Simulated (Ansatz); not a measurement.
The starting structures come from a database of crystals and need not be the phases stable at ambient conditions.

Inside the gap of an insulator the Bloch states are evanescent, with a wavenumber k + iκ along the transport direction.

Input:

```yaml
crystal:
  lattice:
    - [5.31331, 0.00000, 0.00000]
    - [2.65666, 9.57706, 0.00000]
    - [0.00000, 1.47390, 5.10479]
  atoms:
    - { symbol: Ba, position: [0.67066, 0.65868, 0.67066] }
    - { symbol: Ba, position: [0.32934, 0.34132, 0.32934] }
    - { symbol: Ba, position: [0.50000, 0.00000, 0.00000] }
    - { symbol: Ba, position: [0.00000, 0.00000, 0.50000] }
    - { symbol: Sb, position: [0.86250, 0.27500, 0.86250] }
    - { symbol: Sb, position: [0.13750, 0.72500, 0.13750] }
    - { symbol: O, position: [0.50000, 0.00000, 0.50000] }
```

Space group of this cell: I4/mmm. The cell is taken as given; by PBEsol its mean pressure is -2.1 GPa.

Transport runs along the normal of the first two printed cell vectors, the (101) plane of the conventional cell.

The gap is the functional's own, uncorrected, and κ follows it; spin-orbit coupling is left out. Mid-gap values are interpolated between the computed energies.

### Question
Predict the band gap and the smallest decay constant κ at mid-gap from PBEsol in Ansatz (a quantum-chemistry and plane-wave program).

### Answer
Gap 0.64 eV on a 6×6×6 mesh; κ = 0.070 1/Å, at (0.000, 0.500) of the in-plane reciprocal vectors. At the zone centre, at the nearest computed energy, the slowest state has κ = 0.10 1/Å.
